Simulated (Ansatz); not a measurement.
Input for monoclinic ZrO2 with Ti, 48 sites:

Ansatz 0.2 input:
```yaml
crystal:
  lattice:
    - [10.3786753, 0.0, 0.0]
    - [0.0, 10.4835432, 0.0]
    - [-0.9035413, 0.0, 5.3024052]
  atoms:
    - { symbol: Ti, position: [0.125288878, 0.228550869, 0.701700791] }
    - { symbol: Zr, position: [0.140041129, 0.728478443, 0.708644833] }
    - { symbol: Zr, position: [0.637833247, 0.228700362, 0.707663343] }
    - { symbol: Zr, position: [0.636883745, 0.728859115, 0.708153632] }
    - { symbol: Zr, position: [0.357364036, 0.268762399, 0.291583102] }
    - { symbol: Zr, position: [0.361613762, 0.770530268, 0.292130233] }
    - { symbol: Zr, position: [0.862013077, 0.271492225, 0.290871647] }
    - { symbol: Zr, position: [0.862565169, 0.771476359, 0.2889021] }
    - { symbol: Zr, position: [0.357420811, 0.473688666, 0.786913362] }
    - { symbol: Zr, position: [0.359535616, 0.98201114, 0.79680181] }
    - { symbol: Zr, position: [0.86178459, 0.479455402, 0.789608272] }
    - { symbol: Zr, position: [0.864218161, 0.980542048, 0.790443845] }
    - { symbol: Zr, position: [0.14140125, 0.023635827, 0.219667202] }
    - { symbol: Zr, position: [0.138392512, 0.519035735, 0.206603619] }
    - { symbol: Zr, position: [0.63851528, 0.020907149, 0.208678264] }
    - { symbol: Zr, position: [0.635608029, 0.520084643, 0.203726542] }
    - { symbol: O, position: [0.04058208, 0.097423542, 0.848369871] }
    - { symbol: O, position: [0.032895302, 0.585588435, 0.842474727] }
    - { symbol: O, position: [0.534673216, 0.084437041, 0.84692356] }
    - { symbol: O, position: [0.532504954, 0.582680333, 0.843876393] }
    - { symbol: O, position: [0.462397483, 0.413076085, 0.150582956] }
    - { symbol: O, position: [0.468402741, 0.912500576, 0.153183744] }
    - { symbol: O, position: [0.964628188, 0.416244205, 0.152143074] }
    - { symbol: O, position: [0.967794546, 0.918691418, 0.147720839] }
    - { symbol: O, position: [0.4669915, 0.334892571, 0.650089204] }
    - { symbol: O, position: [0.465866908, 0.835175207, 0.654448731] }
    - { symbol: O, position: [0.972828079, 0.333695735, 0.654487042] }
    - { symbol: O, position: [0.969631078, 0.839483553, 0.647807438] }
    - { symbol: O, position: [0.035327404, 0.167696919, 0.358656071] }
    - { symbol: O, position: [0.034761075, 0.666475785, 0.342391876] }
    - { symbol: O, position: [0.533994379, 0.16400655, 0.347941256] }
    - { symbol: O, position: [0.533651109, 0.66449228, 0.344846928] }
    - { symbol: O, position: [0.218911658, 0.359418911, 0.961459909] }
    - { symbol: O, position: [0.223869279, 0.869862498, 0.981459533] }
    - { symbol: O, position: [0.72466029, 0.371545455, 0.97666055] }
    - { symbol: O, position: [0.72802146, 0.872646906, 0.975392255] }
    - { symbol: O, position: [0.282874896, 0.118875674, 0.047483877] }
    - { symbol: O, position: [0.274771617, 0.624604123, 0.020384343] }
    - { symbol: O, position: [0.77712027, 0.128718665, 0.022415628] }
    - { symbol: O, position: [0.774436395, 0.627915772, 0.019641232] }
    - { symbol: O, position: [0.266676533, 0.129303538, 0.545893229] }
    - { symbol: O, position: [0.274753255, 0.621878701, 0.520696123] }
    - { symbol: O, position: [0.777186339, 0.122602531, 0.522653587] }
    - { symbol: O, position: [0.775386215, 0.6226955, 0.5189246] }
    - { symbol: O, position: [0.222635046, 0.378962996, 0.47128874] }
    - { symbol: O, position: [0.226789649, 0.881359316, 0.481249752] }
    - { symbol: O, position: [0.727797502, 0.378274492, 0.478061382] }
    - { symbol: O, position: [0.726700233, 0.878564028, 0.47829905] }
basis:
  ecutwfc: 420
  ecutrho_ratio: 4
  xc_grid: 2
kpoints:
  mp_grid: { grid: [2, 2, 4] }
hamiltonian:
  xc: pbe
  dispersion: none
  pseudopotentials: { kind: paw }
scf:
  n_extra_bands: 26
  occupations: { method: fermi_dirac, width: 0.01 }
output:
  forces: true
  stress: true
  eigenstates: { kpoints: [[0, 0, 0]], e_range: [-4.0, 6.0], localisation: true }
relax:
  f_tol: 0.03
  max_steps: 100
  cell: { stress_tol: 0.15 }
```

Method: PBE (plane waves to 420 eV, PAW; Ansatz, an electronic-structure program). Scalar-relativistic, without spin–orbit coupling; the runs are not spin-polarised. Its k-point mesh 2×2×4, Fermi–Dirac width 0.01 eV.

Q: What does the end of the output print (band table and long remarks left out, numbers rounded to eight decimals)?

A: 
```
SCF converged after 5 iterations
Free energy (F): -83498.815772 eV
Harris-Foulkes:  -83498.815772 eV  (|F-HF|=2.75e-9)
Internal energy: -83498.815772 eV  (E = F + TS)
E sigma→0 (E₀):  -83498.815772 eV
Fermi energy:    11.588631 eV
--- Per-component energies (eV) ---
  E_band       = -1689.235754
  E_kinetic    = 10912.738208
  E_local      = -20951.843026  (includes V_loc(G=0)·N_el)
  E_nonlocal   = 2669.559711
  E_hartree    = 7104.118511
  E_xc         = -4916.469305
  E_vxc        = -6041.269514  (∫ρ·V_xc dr)
  E_paw        = -50393.134597  (= ΣΔE_a)
  E_vpaw       = -2486.734791  (= ΣTr[D̂ρ^β])
  E_aug_tail   = 0.079563  (compensation charges beyond the density's cutoff)
  E_ewald      = -27923.864836
  E_smearing   = 0.000000  (= −TS)
  E_closure    = 0.000000  (closes the sum)
  Σ components = -83498.815772   (vs F -83498.815772, Δ=0.00e0)
--- Forces (eV/Å), atoms counted from 1 ---
  atom   1  Ti    -0.00836109     0.00378425    -0.00348792
  atom   2  Zr    -0.00104406    -0.00331792    -0.00139548
  atom   3  Zr    -0.00005669     0.00541947     0.00104202
  atom   4  Zr     0.00105984    -0.00332523     0.00072217
  atom   5  Zr    -0.00474811     0.00105869    -0.00195942
  atom   6  Zr    -0.00836193    -0.00683172    -0.00121380
  atom   7  Zr     0.00970945     0.00580427     0.00870121
  atom   8  Zr     0.00681669    -0.00384347     0.00031308
  atom   9  Zr    -0.00532693    -0.00281586     0.00032155
  atom  10  Zr    -0.01038557     0.00667168    -0.00101812
  atom  11  Zr     0.00715951    -0.00528474     0.00306501
  atom  12  Zr     0.01016631     0.00531838     0.00234418
  atom  13  Zr     0.00176642     0.00319730    -0.00209887
  atom  14  Zr    -0.00025368    -0.00416519    -0.00089132
  atom  15  Zr     0.00503821     0.00448589    -0.00177396
  atom  16  Zr    -0.00024459    -0.00483261    -0.00010213
  atom  17  O     -0.00393391    -0.00604126    -0.00037680
  atom  18  O     -0.00003222     0.00072085    -0.00118819
  atom  19  O      0.00198760    -0.00329138     0.00211468
  atom  20  O      0.00368139     0.00330343    -0.00069398
  atom  21  O      0.00563869     0.00112714     0.00065745
  atom  22  O      0.00466992    -0.00001971    -0.00023922
  atom  23  O     -0.00097076     0.00078773    -0.00352160
  atom  24  O     -0.00362564    -0.00149350    -0.00113879
  atom  25  O      0.00526757    -0.00210205     0.00061550
  atom  26  O      0.00315534    -0.00141015     0.00050975
  atom  27  O      0.00054275    -0.00163266    -0.00313893
  atom  28  O     -0.00483031     0.00343890     0.00041869
  atom  29  O     -0.00244933    -0.00158159    -0.00053866
  atom  30  O     -0.00258110     0.00442675     0.00045308
  atom  31  O      0.00479814    -0.00239804     0.00085173
  atom  32  O     -0.00095021     0.00339992     0.00102014
  atom  33  O      0.00199920     0.00306043     0.00185931
  atom  34  O      0.00221391    -0.00058818     0.00140085
  atom  35  O     -0.00311838    -0.00070171     0.00000484
  atom  36  O     -0.00199998    -0.00042498     0.00078462
  atom  37  O     -0.00199746    -0.00286570    -0.00056785
  atom  38  O      0.00327192     0.00340076     0.00187246
  atom  39  O     -0.00555225    -0.00507288    -0.00114155
  atom  40  O     -0.00217609     0.00409788     0.00044577
  atom  41  O     -0.00029497    -0.00271525     0.00132609
  atom  42  O     -0.00027656     0.00521495    -0.00118425
  atom  43  O     -0.00127453    -0.00446416     0.00100461
  atom  44  O     -0.00448076     0.00323978    -0.00106107
  atom  45  O      0.00100089     0.00007224    -0.00254881
  atom  46  O      0.00339300    -0.00204149     0.00138633
  atom  47  O     -0.00353372     0.00010649    -0.00160608
  atom  48  O     -0.00047210     0.00112273    -0.00034208
  max |Σ_I F_I| component: 6.22e-6 eV/Å
--- Stress (GPa, compression-positive) ---
       -0.056835      -0.020623       0.005484
       -0.020623      -0.062947      -0.034231
        0.005484      -0.034231      -0.025769
  P = ⅓ Tr σ = -0.0485 GPa (-0.485 kbar)
--- Relaxed structure (8 steps of the walk, 7 accepted, 1 SCFs on fresh bases) ---
  F+E_penalty+E_count = -83498.81577204 eV   max|allowed force component| = 1.039e-2 eV/Å   (the final SCF, on the basis selected at the relaxed cell)
  cell:  # Å, volume = 573.0274 Å³
    - [10.34899069, -0.02973146, 0.01327386]
    - [-0.03003187, 10.43433383, -0.03791551]
    - [-0.89417549, -0.01658870, 5.30552184]
  atoms:
    - { symbol: Ti, position: [0.12314674, 0.22731641, 0.70261793] }
    - { symbol: Zr, position: [0.13889014, 0.72773765, 0.71084437] }
    - { symbol: Zr, position: [0.63706695, 0.22754798, 0.70954633] }
    - { symbol: Zr, position: [0.63537484, 0.72765955, 0.70922921] }
    - { symbol: Zr, position: [0.35998310, 0.26980146, 0.28946521] }
    - { symbol: Zr, position: [0.36267833, 0.77120191, 0.29130124] }
    - { symbol: Zr, position: [0.86233186, 0.27263549, 0.28785495] }
    - { symbol: Zr, position: [0.86350903, 0.77320293, 0.28715670] }
    - { symbol: Zr, position: [0.35753682, 0.47306717, 0.78354084] }
    - { symbol: Zr, position: [0.35971301, 0.98093221, 0.79759792] }
    - { symbol: Zr, position: [0.86095551, 0.47969932, 0.78732618] }
    - { symbol: Zr, position: [0.86333489, 0.97949823, 0.78804865] }
    - { symbol: Zr, position: [0.14175261, 0.02416333, 0.22461924] }
    - { symbol: Zr, position: [0.13734530, 0.52100033, 0.20800721] }
    - { symbol: Zr, position: [0.63847323, 0.02135060, 0.21072795] }
    - { symbol: Zr, position: [0.63566262, 0.52085722, 0.20578287] }
    - { symbol: O, position: [0.03865745, 0.09995185, 0.85347051] }
    - { symbol: O, position: [0.03068381, 0.58872379, 0.84751252] }
    - { symbol: O, position: [0.53241725, 0.08843675, 0.85547387] }
    - { symbol: O, position: [0.53055380, 0.58647144, 0.85061625] }
    - { symbol: O, position: [0.46440870, 0.40971229, 0.14270560] }
    - { symbol: O, position: [0.47115951, 0.90821210, 0.14654773] }
    - { symbol: O, position: [0.96613381, 0.41315785, 0.14426597] }
    - { symbol: O, position: [0.96957934, 0.91581417, 0.14263640] }
    - { symbol: O, position: [0.46904395, 0.33804291, 0.64413776] }
    - { symbol: O, position: [0.46798271, 0.83915066, 0.64765444] }
    - { symbol: O, position: [0.97357414, 0.33755295, 0.64780189] }
    - { symbol: O, position: [0.97150093, 0.84298249, 0.64337199] }
    - { symbol: O, position: [0.03314934, 0.16551000, 0.36137957] }
    - { symbol: O, position: [0.03261875, 0.66332080, 0.34821745] }
    - { symbol: O, position: [0.53287342, 0.16005046, 0.35570431] }
    - { symbol: O, position: [0.53115638, 0.66056442, 0.35161062] }
    - { symbol: O, position: [0.22013456, 0.35795246, 0.95444098] }
    - { symbol: O, position: [0.22523729, 0.86859083, 0.98021751] }
    - { symbol: O, position: [0.72435583, 0.37196988, 0.97322260] }
    - { symbol: O, position: [0.72812766, 0.87224668, 0.97235726] }
    - { symbol: O, position: [0.28402403, 0.11624195, 0.05679534] }
    - { symbol: O, position: [0.27418704, 0.62356356, 0.02376908] }
    - { symbol: O, position: [0.77667308, 0.12852918, 0.02472118] }
    - { symbol: O, position: [0.77419271, 0.62804817, 0.02238263] }
    - { symbol: O, position: [0.26563090, 0.12879220, 0.55114378] }
    - { symbol: O, position: [0.27397574, 0.62323071, 0.52518425] }
    - { symbol: O, position: [0.77678884, 0.12265852, 0.52601899] }
    - { symbol: O, position: [0.77439492, 0.62283692, 0.52220615] }
    - { symbol: O, position: [0.22586614, 0.38115744, 0.46240438] }
    - { symbol: O, position: [0.22748195, 0.88137893, 0.47941241] }
    - { symbol: O, position: [0.72812770, 0.37855160, 0.47437625] }
    - { symbol: O, position: [0.72755329, 0.87892425, 0.47457363] }
```

Cost: about 14 core-minutes (a rough figure).
